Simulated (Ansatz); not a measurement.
Fluorite NiSi2, treated with LDA (PAW; Ansatz, an electronic-structure program).

Settings: plane-wave cutoff 520 eV, 20×20×20 k mesh, Fermi–Dirac smearing 0.072 eV (set by the program), no spin polarisation, scalar-relativistic PAW data made under PBE.

Computed at the level's own relaxed cell.

Elastic tensor (GPa, Voigt notation, ions relaxed):

```
  205.9   146.9   146.9     0.0     0.0     0.0
  146.9   205.9   146.9     0.0     0.0     0.0
  146.9   146.9   205.9     0.0     0.0     0.0
    0.0     0.0     0.0    82.7     0.0     0.0
    0.0     0.0     0.0     0.0    82.7     0.0
    0.0     0.0     0.0     0.0     0.0    82.7
```

Worked from these constants: the tetragonal shear constant is C′ = (C11 − C12)/2 = 29.5 GPa against C44 = 82.7 GPa, so the tetragonal shear is the softer. The Zener ratio C44/C′ is 2.80 (1 for an isotropic solid), and the Cauchy pressure C12 − C44 is 64.2 GPa. With C11 + 2C12 = 499.7 GPa all three Born conditions hold; they don't test modes at the zone boundary.

Static lattice: no zero-point or thermal effects.
